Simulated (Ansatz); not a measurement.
The parent structure is Ga$_{2}$O$_{3}$ in the corundum structure (space group R-3c, No. 167; a = 5.000 Å, c = 13.449 Å (hexagonal axes)). Axes: x lies along a and z along c of the hexagonal cell.

Method: PBEsol, PAW, 420 eV (Ansatz, an electronic-structure program; no spin-orbit coupling).

Strains are applied to the cell and any free atomic positions relax.

One change was made to it. Results:

| quantity | base | after |
|---|---|---|
| energy relative to the base (free energy F) | 0 meV/atom | +2.3 meV/atom |
| band gap | 2.70 eV | 2.55 eV |
| gap character | indirect, Γ–S₀ (50 % along) → Γ | indirect, Γ–S₀ (50 % along) → Γ |

What was done to the base?
(A) uniaxial strain ε_zz = +0.75 %
(B) uniaxial strain ε_zz = +3.00 %
(C) uniaxial strain ε_zz = +2.25 %
(D) uniaxial strain ε_zz = +1.50 %

D, uniaxial strain ε_zz = +1.50 %. For comparison, the band gap in the other runs: uniaxial strain ε_zz = +2.25 % gives 2.48 eV; uniaxial strain ε_zz = +0.75 % gives 2.63 eV; uniaxial strain ε_zz = +3.00 % gives 2.40 eV.

Whether these cells are dynamically stable was not tested.
